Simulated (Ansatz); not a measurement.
## AlN, thickness series

Base system: AlN in the zinc blende structure (space group F-43m, No. 216; a = 4.3695 Å). Axes: x, y, z lie along the cube axes.

Free-standing slabs (2 atom(s) a layer) normal to [110] with 15 Å of vacuum; in-plane cell held at bulk.

Method: r2SCAN (Ansatz, a quantum-chemistry and plane-wave program), spin-orbit coupling left out, earlier PAW set.

Notes on the quantities. excess energy per area of both faces: slab less bulk energy over the cell's area: twice a surface energy; layer's space group: with vacuum.

```tsv
change	band gap	excess energy per area of both faces	shortest interatomic distance	layer's space group	smallest direct gap
base	3.93 eV	–	1.892 Å	–	4.84 eV
1 layer	1.64 eV	–	1.676 Å	Pmm2 (No. 25)	3.00 eV
2 layers	3.38 eV	4.05 J/m²	1.760 Å	Pmn2_1 (No. 31)	3.71 eV
3 layers	2.08 eV	5.22 J/m²	1.783 Å	Pmm2 (No. 25)	2.71 eV
4 layers	3.01 eV	4.99 J/m²	1.780 Å	Pmn2_1 (No. 31)	3.24 eV
5 layers	2.84 eV	5.05 J/m²	1.779 Å	Pmm2 (No. 25)	3.31 eV
6 layers	3.15 eV	5.04 J/m²	1.779 Å	Pmn2_1 (No. 31)	3.45 eV
7 layers	3.11 eV	5.04 J/m²	1.779 Å	Pmm2 (No. 25)	3.38 eV
```

The excess energy carries the mismatch between the slab's and the bulk's meshes. No phonon test of stability was made. This is not the structure that AlN has at room temperature and ambient pressure.
